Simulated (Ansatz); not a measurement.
Density of states of Zr₃Au (Pm-3n, 8 atoms in the cell).

```
CELL_PARAMETERS angstrom
      5.59901     0.00000     0.00000
      0.00000     5.59901     0.00000
      0.00000     0.00000     5.59901
ATOMIC_POSITIONS crystal
  Au 0.00000 0.00000 0.00000
  Au 0.50000 0.50000 0.50000
  Zr 0.25000 0.00000 0.50000
  Zr 0.50000 0.75000 0.00000
  Zr 0.75000 0.00000 0.50000
  Zr 0.50000 0.25000 0.00000
  Zr 0.00000 0.50000 0.75000
  Zr 0.00000 0.50000 0.25000
```

Level of theory: r2SCAN, default PAW files made with PBE (plane waves; Ansatz, a quantum-chemistry and plane-wave program).

SCF settings: basis.ecutwfc = 500 eV; kpoints.mp_grid.grid = 4 4 4; kpoints.mp_grid.shift = 0.5 0.5 0.5; hamiltonian.xc = r2scan; hamiltonian.pseudopotentials = {kind: paw} (the program's default PAW files); scf.occupations.method = gaussian; scf.occupations.width = 0.136 eV. Keys of the DOS step: output.dos.nscf_kmesh.grid = 8 8 8.

The starting cell comes from a database of published, mostly measured structures (it also holds non-ambient and calculated ones), without a prior relaxation at this level. Its lattice was rescaled by a random factor within 2.5 % of one. Spin-orbit coupling is off.

Total DOS (both spins), as means of the tabulated values in each energy bin; the zero is the program's Fermi level or highest filled level, and the curve is cut to this window:

```
E (eV) | states/eV/cell
    -7.80 |  0.00
    -7.40 |  0.00
    -7.00 |  0.06
    -6.60 |  0.47
    -6.20 | # 0.84
    -5.80 | # 1.39
    -5.40 | ### 3.65
    -5.00 | ############################## 31.6
    -4.60 | ##################### 22.0
    -4.20 |  0.00
    -3.80 |  0.00
    -3.40 |  0.10
    -3.00 | ## 2.10
    -2.60 | ##### 5.45
    -2.20 | ## 2.06
    -1.80 | ### 2.68
    -1.40 | ######### 9.37
    -1.00 | ########### 11.5
    -0.60 | ########### 12.0
    -0.20 | ######### 9.63
     0.20 | ###### 6.53
     0.60 | ### 3.22
     1.00 | ############## 14.5
```

Around zero the curve holds about 7.2 states/eV/cell.

Keys are those of Ansatz 0.2.
